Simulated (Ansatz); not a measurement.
Given:

```xyz
2
Lattice="3.2547 0.0000 0.0000 0.0000 3.2547 0.0000 1.6273 -1.6273 2.2187" Properties=species:S:1:pos:R:3 pbc="T T T"
B      0.0000     0.0000     0.0000
P      3.2547     1.6273     1.1093
```

No spin polarisation.

All numbers come from Ansatz (a quantum-chemistry and plane-wave program) LDA, no SOC. Γ-centred 13×13×13 mesh, Fermi–Dirac width 0.05 eV.

Task: Predict the in-plane stress and gap character.

Result: The mean in-plane stress (compression positive) is -9.2 GPa and the gap character is indirect, Γ → Γ–M (79 % along).

The cells carry an imposed strain or load. Whether these cells are dynamically stable was not tested. The cell was made from BP in the zinc blende structure (space group F-43m, No. 216) by this change: biaxial strain +2.50 %, plane normal [001], relaxed out of plane.
